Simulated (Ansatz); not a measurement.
**By hand: surface energy of the MgO(100) slab, the mean of its two faces**

Subject: the surface energy of the MgO(100) slab, the mean of its two faces. Reaction: 8 MgO (rock salt) → cell A.

A: a slab of MgO (rock salt, Fm-3m) cut along (100), 16 atoms, oblique cell of 3.01 × 4.25 Å (9.0 Å²), symmetry P4/nmm within 0.02 Å, 14.9 Å thick under 16 Å of vacuum, in-plane vectors held at the crystal's; planes from bottom to top: MgO × 8; all atoms within 0.5 Å of the crystal's sites, in a cell too small to show a reconstruction; spin state with PBE: run without spin.

Setting: static, neutral cells in Ansatz (PAW) whose structures rest at the PBE level. Ansatz (a program for electronic structure) runs with its PAW set soft_1. Other levels take these structures. The lattices are those relaxed with PBE, so at other levels the solids can be strained, which adds to the spread. A dispersion term (D3(BJ), or D4 for r2SCAN) was computed beside these levels and is taken off wherever the name lacks it. Space groups of crystals are read within 0.01 Å.

Total energies of the cells in eV, at zero smearing width. They compare only within one column; the weights balance every element.

```tsv
cell	atoms	weight	PBE	PBEsol
A: MgO(100) slab	16	+1	-19952.11804	-19805.74418
MgO (rock salt)	2	−8	-2494.13963	-2475.86717
```

PBE: (-19952.11804) − 8 × (-2494.13963) = 0.9990 eV; dividing by 2 × 9.050 Å² and converting at 16.022 J/m² per eV/Å² gives 0.88 J/m².

PBEsol: (-19805.74418) − 8 × (-2475.86717) = 1.1932 eV; dividing by 2 × 9.050 Å² and converting at 16.022 J/m² per eV/Å² gives 1.06 J/m².
